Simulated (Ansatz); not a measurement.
# BP, pressure series

The reference is BP in the zinc blende structure (space group F-43m, No. 216).

```
BP
1.0
    0.00000     2.27424     2.27424
    2.27424     0.00000     2.27424
    2.27424     2.27424     0.00000
P B
1 1
Direct
  0.75000   0.75000   0.75000
  0.00000   0.00000   0.00000
```

Cell and atoms are relaxed at each pressure.

The values are results of PBE in Ansatz (plane waves to 420 eV, PAW, no spin-orbit coupling), not measurements.

```tsv
change	band gap	lattice parameter a	smallest direct gap
base	1.25 eV	4.548 Å	3.39 eV
pressure −2 GPa	1.27 eV	4.568 Å	3.38 eV
pressure −1 GPa	1.26 eV	4.558 Å	3.39 eV
pressure 1.8 GPa	1.23 eV	4.532 Å	3.41 eV
pressure 4.2 GPa	1.21 eV	4.511 Å	3.43 eV
pressure 9 GPa	1.17 eV	4.473 Å	3.47 eV
pressure 18 GPa	1.11 eV	4.409 Å	3.55 eV
pressure 30 GPa	1.03 eV	4.338 Å	3.65 eV
pressure 45 GPa	0.93 eV	4.264 Å	3.77 eV
pressure 60 GPa	0.83 eV	4.202 Å	3.89 eV
```

Load acts through the strain it causes; cell and atoms are relaxed under it. Stability against distortions was not tested. Competing high-pressure phases were not computed.

Ansatz is a program for electronic structure.
